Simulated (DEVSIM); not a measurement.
Structure: Si p+/n-/n+ power diode, at 300 K.

```
layer (left to right)  material  thickness (μm)  Nd (cm⁻³)  Na (cm⁻³)  τn (s)  τp (s)
---------------------  --------  --------------  ---------  ---------  ------  ------
1                            Si            1.20          -     8.2e18  2.8e-5  2.8e-5
2                            Si            27.0     6.1e14          -  2.8e-5  2.8e-5
3                            Si            1.20     2.1e18          -  2.8e-5  2.8e-5
```

Left contact: ohmic. Right contact: ohmic. Voltage is applied to the left contact. Recombination: SRH at mid-gap, Auger. Gap narrowing is on: ΔEg = 6.92 meV × (l + √(l² + 0.5)), l = ln(N/1.3e17 cm⁻³), shared equally by both band edges. Mobility is μmin + (μ − μmin)/(1 + (N/Nref)^α).

This is a model device: material constants are rounded textbook-type values typed into the input, and sizes, dopings and lifetimes were drawn at random. Values at 300 K; Nc and Nv go as T^1.5, mobilities as T to minus their exponent, the gap by Varshni's rule with the affinity fixed.

```csv
parameter,Si
gap (eV),1.124
affinity (eV),4.05
permittivity,11.7
Nc (cm⁻³),2.86e19
Nv (cm⁻³),3.1e19
μn (cm²/Vs),1417
μp (cm²/Vs),470
"μn,min",52
"μp,min",45
"Nref,n",9.7e16
"Nref,p",2.2e17
αn,0.68
αp,0.72
T exponent of μn,2.3
T exponent of μp,2.2
Cn (cm⁶/s),2.8e-31
Cp (cm⁶/s),9.9e-32
Varshni α (eV/K),0.000473
Varshni β (K),636
```

DEVSIM, 1D drift-diffusion, Boltzmann statistics, complete ionisation; no tunnelling, impact ionisation, image-force lowering or self-heating.

Base results: potential step across the device at zero bias (V) 0.974; dark forward voltage at 100 A/cm² (V) 0.838; dark forward voltage at 1 A/cm² (V) 0.703.

### Question
What follows from this one change: thickness of layer 2 27 → 16 μm?

### Answer
potential step across the device at zero bias little changed (0.974 V); dark forward voltage at 100 A/cm² 0.838 → 0.832 V; dark forward voltage at 1 A/cm² little changed (0.703 V).

### Question
What follows from this one change: thickness of layer 3 1.2 → 0.72 μm?

### Answer
potential step across the device at zero bias little changed (0.974 V); dark forward voltage at 100 A/cm² little changed (0.834 V); dark forward voltage at 1 A/cm² 0.703 → 0.695 V.

### Question
What follows from this one change: constant mobility in place of the doping-dependent one?

### Answer
potential step across the device at zero bias little changed (0.974 V); dark forward voltage at 100 A/cm² 0.838 → 0.801 V; dark forward voltage at 1 A/cm² 0.703 → 0.656 V.
